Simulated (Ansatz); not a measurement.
The cell is built on a prototype and need not be the phase stable at ambient conditions.

By r2SCAN, the system below comes out a metal.

The ballistic (Sharvin) conductance counts the channels at the Fermi level: G/A = (e²/h) × channels of both spins per area.

Consider the following.

```yaml
crystal:
  lattice:
    - [3.18997, 0.00000, 0.00000]
    - [0.00000, 3.18997, 0.00000]
    - [0.00000, 0.00000, 3.18997]
  atoms:
    - { symbol: Ge, position: [0.00000, 0.00000, 0.00000] }
    - { symbol: Si, position: [0.50000, 0.50000, 0.50000] }
```

Space group of this cell: Pm-3m, CsCl type. The cell was relaxed by PBE-D3(BJ); by r2SCAN its mean pressure is 2.1 GPa.

The current flows along the normal of the first two printed cell vectors. No spin-orbit coupling; the value is a mean over 0.1 eV about the Fermi level.

Q: Give the ballistic conductance per area that r2SCAN (Ansatz, an electronic-structure program) yields.

A: 2.0 × 10¹⁵ S/m² for both spins.
